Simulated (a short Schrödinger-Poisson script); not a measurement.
Solved with a short Schrödinger-Poisson script written for these runs: one-band effective-mass equation with BenDaniel-Duke matching, electrons, heavy and light holes apart, hard walls at the outer ends, one valence edge for both holes (no strain splitting), no charge, excitons, band mixing or non-parabolicity; under a field the levels are quasi-bound states of a box, listed while three quarters of their weight lies within 4 nm of the wells.

System: single In0.1Ga0.9N/GaN quantum well.

From the first side: 12 nm GaN; 5 nm In0.1Ga0.9N, built-in field 1100 kV/cm; 12 nm GaN.

Constants are typed, rounded textbook-type inputs, not results; the design itself was drawn at random and stands for no fabricated device. In0.1Ga0.9N: direct gap (eV) 3.034, conduction-band edge (eV) 0, electron mass (mₑ) 0.187, heavy-hole mass 1.7, light-hole mass 0.3. GaN: direct gap (eV) 3.43, conduction-band edge (eV) 0.277, electron mass (mₑ) 0.2, heavy-hole mass 1.9, light-hole mass 0.33.

The valence-band edge of each layer lies one gap below its conduction-band edge. The electron's potential energy rises along the stack by the applied field and, inside the well alone, by the built-in field (unscreened; none in the barriers). Mesh 0.03 nm at interfaces.

Q: Give the shift of e1-hh1 at 65 kV/cm (meV); the e1-hh1 transition at zero applied field (eV); the squared e1-hh1 overlap at zero applied field.

A: shift of e1-hh1 at 65 kV/cm (meV): -27.8; e1-hh1 transition at zero applied field (eV): 2.784; squared e1-hh1 overlap at zero applied field: 0.003. Excitons, screening of the built-in field, fields in the barriers and alloy fluctuations are left out, and strain enters only through the typed gaps and offsets, so measured lines lie elsewhere.
